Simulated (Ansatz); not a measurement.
**Ge: biaxial strain −2.08 %, plane normal [111], relaxed out of plane**

Take Ge in the diamond structure (space group Fd-3m, No. 227; a = 5.674 Å) as the base. Axes: x, y, z lie along the cube axes.

It is then changed as follows: compressive biaxial strain of 2.08 % in the plane normal to [111], as in epitaxy on a mismatched substrate; the out-of-plane cell vector and the atoms relax.

Computed with r2SCAN/PAW in Ansatz (a program for electronic structure), no spin-orbit coupling. Settings: 10×10×10 k-points, 0.05 eV Fermi–Dirac smearing.

The volume per atom decreases by 0.78 Å³ to 22.06 Å³ and the space group goes from Fd-3m (No. 227) to R-3m (No. 166). The shortest interatomic distance drops by 0.035 Å, from 2.457 Å to 2.422 Å and the energy grows by 12 meV/atom. The band gap is nearly the same (0.36 eV against 0.35 eV) and the gap character changes from direct at Γ to indirect, Γ → L. The smallest direct gap increases by 0.18 eV (0.36 eV → 0.54 eV) and the valence-band top at Γ (three highest levels, from the VBM) changes from 0.00, 0.00, 0.00 eV to 0.00, 0.00, -0.27 eV. The valley order (the lowest conduction-band minima on the path, energy above the VBM, named in the base's zone) goes from Γ 0.36 eV; L along ⟨111⟩ 0.44 eV; a point along ⟨100⟩, about 0.9 Å⁻¹ from Γ 0.79 eV to L along [1-1-1] 0.35 eV; Γ 0.54 eV; a point along [010], about 0.9 Å⁻¹ from Γ 0.63 eV; L along [111] 0.79 eV and the out-of-plane strain comes out as +0.73 %. The ratio −ε⊥/ε∥ is 0.35 and the mean in-plane stress (compression positive) comes out as +4.1 GPa.

Final structure (turned so that z lies along the plane normal):

```xyz
2
Lattice="3.9289 0.0000 0.0000 1.9645 3.4026 0.0000 1.9645 -1.1342 3.3000" Properties=species:S:1:pos:R:3 pbc="T T T"
Ge     0.0000     0.0000     0.0118
Ge     3.9289     0.0000     2.4633
```

Whether these cells are dynamically stable was not tested. The real Ge has an indirect gap at ambient pressure; r2SCAN orders its close-lying valleys differently. Labels are those of the standard path for the cell's own space group.
